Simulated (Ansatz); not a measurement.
TiCr₂ (Fd-3m, No. 227; cell taken from a computed entry) was calculated with r²SCAN in Ansatz (plane waves, PAW).

Numerical settings: plane-wave cutoff 500 eV, 14×14×14 k mesh, Fermi–Dirac smearing 0.1 eV, no spin polarisation, scalar-relativistic PAW data made under PBE.

Computed at the level's own relaxed cell.

Problem. What does this level give for the volume per atom and lattice parameter a?

Solution. 
- volume per atom: 13.24 Å³/atom
- lattice parameter a: 6.823 Å

The run finds no gap.

Note: the relaxation could not lower the start's symmetry, so the cell can be a saddle point above a distorted one.

Computed values are for the static lattice.

Ansatz is an electronic-structure program.
